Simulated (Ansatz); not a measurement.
For Sn (model structure, started from the Si type, Ia-3, No. 206, 8 atoms in the cell), LDA (PAW; Ansatz, a program for electronic structure) gives:

```
Quantity                    Value
-------------------  ------------
lattice parameter a       7.873 Å
bulk modulus             45.0 GPa
cohesive energy      3.89 eV/atom
```

### Question
What does r²SCAN (PAW; Ansatz) give for the same quantities?

### Answer

- lattice constant a: 8.015 Å (goes up by 1.8 %)
- bulk modulus: 42.0 GPa (shrinks by 6.7 %)
- cohesive energy: 3.16 eV/atom (falls by 0.73 eV/atom)

Changes are worked out from the printed values.

Unless a cell is named, each level is at its own relaxed cell (LDA 30.50, r²SCAN 32.17 Å³/atom).

Levels without +SOC leave out spin–orbit coupling, which shifts energies and cells of such heavy elements.

Caveats: the bulk modulus is −V dP/dV from two relaxed cells at ±2 % in volume (LDA, r²SCAN). Ansatz's density-functional and Hartree–Fock values are scalar-relativistic unless marked +SOC, with PAW data made under PBE.

A model structure was made by putting elements into a prototype or built by hand; it is no filed structure, need not be a known phase, and can be a saddle point held by its symmetry.
